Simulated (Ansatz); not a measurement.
## Co4N: Co → Bi

Consider Co4N (space group Pm-3m, No. 221; a = 3.670 Å; ferromagnetic; a cell from a computed database, its experimental status unchecked).

One thing is altered: full substitution Co → Bi; the structure is relaxed again.

Level of theory: PBEsol (Ansatz, a quantum-chemistry and plane-wave program), no spin-orbit coupling. k-mesh 10×10×10 (Γ-centred); smearing 0.05 eV (Fermi–Dirac), for the changed cell.

```
quantity                        base          changed        shift
-------------------  ---------------  ---------------  -----------
volume per atom              9.89 Å³         24.79 Å³    +14.90 Å³
density                   8.39 g/cm³      11.39 g/cm³  +3.00 g/cm³
lattice parameter a          3.670 Å          4.986 Å    +1.3154 Å
space group          Pm-3m (No. 221)  Pm-3m (No. 221)            –
band gap                        zero             zero            –
```

Cost of the whole job for the changed cell (relaxation, final SCF and bands): roughly 110 core-seconds.

Other magnetic orders, which the real material may have, were not ruled out. No phonon test of stability was made. As relaxed here, Bi4N is a hypothetical phase, not in the database extracts checked. Spin-polarised in the final run: base; the other runs are not. An odd electron count without spin: Bi4N. Bi4N has a high density of states at the Fermi level and may be magnetic at this level.
